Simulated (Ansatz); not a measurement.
K₂SO₄ (Pnma, No. 62) was calculated with LDA (plane waves, PAW; Ansatz, a first-principles code).

Settings: plane-wave cutoff 520 eV, 6×6×4 k mesh (along the axes of the cell as run), Fermi–Dirac smearing 0.01 eV, scalar-relativistic PAW data made under PBE.

Shape and atoms are relaxed at each volume.

Pressure at four volumes; x = ln(V/14.154 Å³). One pressure is withheld.

```tsv
V (Å³/atom)	x	P (GPa)
13.588	-0.0408	1.90
14.154	0.0000	0.00
14.438	0.0199	-0.78
14.721	0.0393	?
```

Q: Pass a parabola P(x) through the three rows shown, estimate the bulk modulus and its pressure derivative near zero pressure, and predict the withheld pressure.

A: Slopes between the rows: (0.00 − (1.90))/(0.0000 − (-0.0408)) = -46.57 and (-0.78 − (0.00))/(0.0199 − (0.0000)) = -39.20 GPa. Their difference over the span 0.0607 is c = 7.37/0.0607 = 121.4 GPa, so P(x) = 1.90 + (-46.57)(x − (-0.0408)) + 121.4 (x − (-0.0408))(x − (0.0000)). At the middle row B = −dP/dx = −[-46.57 + 121.4 × 0.0408] = 41.6 GPa, and B′ = dB/dP = 2c/B = 5.8. At x = 0.0393 the parabola gives -1.45 GPa; the run gives -1.46 GPa. The Birch–Murnaghan fit to the energies at all volumes has B0 = 41.5 GPa and B′ = 5.7.

Note: the relaxation could not lower the start's symmetry, so the cell can be a saddle point above a distorted one; the volume lies 9 % below that of the published cell.
